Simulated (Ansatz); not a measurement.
Take Si in the diamond structure (space group Fd-3m, No. 227; a = 5.4021 Å) as the base. Axes: x, y, z lie along the cube axes.

Structures relaxed with LDA (Ansatz, a first-principles code, PAW, spin-orbit coupling left out).

Base:

Simulated powder pattern, Cu Kα1, λ = 1.54056 Å (kinematic, ideal powder, no thermal factors, no anomalous dispersion; the 14 strongest lines at most, above 2 %, up to 2θ = 90°):

```csv
2θ (°),I/Imax (%),hkl
28.60,100,(111)
47.57,67,(220)
56.45,40,(311)
69.55,11,(400)
76.86,16,(331)
88.62,23,(422)
```

After one change:

Simulated powder pattern, Cu Kα1, λ = 1.54056 Å (kinematic, ideal powder, no thermal factors, no anomalous dispersion; the 14 strongest lines at most, above 2 %, up to 2θ = 90°):

```tsv
2θ (°)	I/Imax (%)
28.45	100
47.20	45
47.57	22
55.71	14
56.37	26
68.38	3.7
69.55	7.0
76.22	11
76.79	5.3
87.53	7.8
88.35	15
```

### Question
Which change produced these results?
A. uniaxial strain ε_zz = +2.00 %
B. uniaxial strain ε_zz = −3.00 %
C. uniaxial strain ε_zz = +1.50 %
D. uniaxial strain ε_zz = −2.00 %

### Answer
C, uniaxial strain ε_zz = +1.50 %. Its volume per atom is 20.00 Å³ against 19.71 Å³, and its space group is I4_1/amd (No. 141).

Stability against distortions was not tested.
